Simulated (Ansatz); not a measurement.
InSe (C2/m, No. 12, 4 atoms in the cell; start mp-21405; a measured phase of this formula has another space group), treated with HSE06 in Ansatz (PAW).

Input file:

Ansatz 0.2 input:
```yaml
crystal:
  lattice:
    - [5.8745686587, -2.0552153233, 0.0833316288]
    - [5.8745686587, 2.0552153233, 0.0833316288]
    - [-1.6692380392, 0.0, 4.2476861029]
  atoms:
    - { symbol: In, position: [0.1141661756, 0.1141661756, 0.9707973441] }
    - { symbol: In, position: [0.8858338244, 0.8858338244, 0.0292026559] }
    - { symbol: Se, position: [0.3452263121, 0.3452263121, 0.3625429998] }
    - { symbol: Se, position: [0.6547736879, 0.6547736879, 0.6374570002] }
basis:
  ecutwfc: 460
  ecutrho_ratio: 4
  xc_grid: 2
kpoints:
  mp_grid: { grid: [6, 6, 6] }
  band_path: { path: [[0, 0, 0], [-0.4, -0.4, 0]], npoints: 1 }
hamiltonian:
  xc: hse06
  dispersion: none
  pseudopotentials: { azcp: { folder: ./paw }, kind: paw }
scf:
  occupations: { method: fermi_dirac, width: 0.01 }
  convergence: { dr2_threshold: 0.0000000004 }
output:
  forces: true
  stress: true
  eigenvalues: true
  write_bands: true
```

The run printed, among other lines:

```
WARN output.stress: scf.exx.energy_threshold = 1e-6 eV is looser than the 4e-8 eV advised for a stress under a hybrid functional (1e-8 eV for each atom of the …
Crystal: 4 atoms, lattice volume = 103.141 Å³
Basis set: ecut = 460 eV, 2293 PW (Γ), exchange–correlation on 90×90×64 points (8 copies of the dense FFT grid, shifted against one another)
Bands: 35, of which v1, the nominal top of the filled ones, is band 29 counted from 1 (28 counted from 0)
Symmetry: 4 space group operations
Space group: C2/m (ITA 12), of the structure as read, at distance tolerance 4.7e-5 Å
k-points: 68 of 216
Initial density: superposition of atomic densities (chi_scale 0.1, normalization cell, long waves kept (reshape's long-wave potential 0.02 eV rms))
SCF iter   1: F=—  HF=-22136.590971 eV  |F-HF|=—  |Δ(HF+E_count)|=         —  Δρ=4.26e-2  dr2=2.65e0
SCF iter   2: F=—  HF=-22135.908551 eV  |F-HF|=—  |Δ(HF+E_count)|=   6.82e-1  Δρ=1.19e-2  dr2=1.12e-1
  ...
Crystal: 4 atoms, lattice volume = 103.141 Å³
Initial density: handed on by an earlier stage of this run
Crystal: 4 atoms, lattice volume = 103.141 Å³
SCF iter   6: F=—  HF=-22146.896986 eV  |F-HF|=—  |Δ(HF+E_count)|=   9.18e-9  Δρ=7.93e-7  dr2=5.31e-10
SCF iter   7: F=-22146.896986 eV  HF=-22146.896986 eV  |F-HF|=7.28e-12  |Δ(HF+E_count)|=  2.29e-10  Δρ=1.98e-7  dr2=6.36e-11
SCF 3 converged in 7 iterations: F = -22146.896986 eV  dr2 = 6.36e-11
Free energy (F): -22146.896986 eV
Internal energy: -22146.896986 eV  (E = F + TS)
E sigma→0 (E₀):  -22146.896986 eV
Fermi energy:    8.859805 eV
--- Forces (eV/Å), atoms counted from 1 ---
  atom   1  In     0.06493341    -0.00000000    -0.02176966
  atom   2  In    -0.06493341     0.00000000     0.02176966
  atom   3  Se    -0.03734455    -0.00000000    -0.20548020
  atom   4  Se     0.03734455     0.00000000     0.20548020
--- Stress (GPa, compression-positive) ---
        1.190526      -0.000000      -0.184604
       -0.000000       1.055073       0.000000
       -0.184604       0.000000       1.054193
  P = ⅓ Tr σ = 1.0999 GPa (10.999 kbar)
```

The PAW data were made under PBE.

Note: cell and atoms aren't relaxed at this level (largest force component 0.21 eV/Å, pressure 1.1 GPa).

A start named mp-… is a Materials Project structure, which need not be a measured phase.

Ansatz is a quantum-chemistry and plane-wave program.
